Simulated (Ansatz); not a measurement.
**ZnSe: response to strain**

Take ZnSe in the zinc blende structure (space group F-43m, No. 216) as the base.

```yaml
crystal:
  lattice:
    - [0.00000, 2.78375, 2.78375]
    - [2.78375, 0.00000, 2.78375]
    - [2.78375, 2.78375, 0.00000]
  atoms:
    - { symbol: Zn, position: [0.00000, 0.00000, 0.00000] }
    - { symbol: Se, position: [0.25000, 0.25000, 0.25000] }
```

Strains are applied to the cell and any free atomic positions relax.

All numbers come from LDA, PAW, 420 eV (Ansatz, a first-principles code; no spin-orbit coupling).

```tsv
isotropic strain (%)	pressure (GPa)
-3	8.1
-2.5	6.5
-1.5	3.6
-0.5	1.1
0	0.0
1	-2.0
1.5	?
2	-3.7
2.5	-4.5
```

**Question.** Fit P = P₀ − Bδ + Cδ² with δ = (1 + ε)³ − 1 to the rows shown and predict the withheld row.

**Answer.** Least squares on the printed values gives P₀ = 0.0 GPa, B = 73.8 GPa, C = 213 GPa (largest residual 0.1 GPa); this predicts -2.9 GPa, and the run gives -2.9 GPa, in agreement.

No phonon test of stability was made.
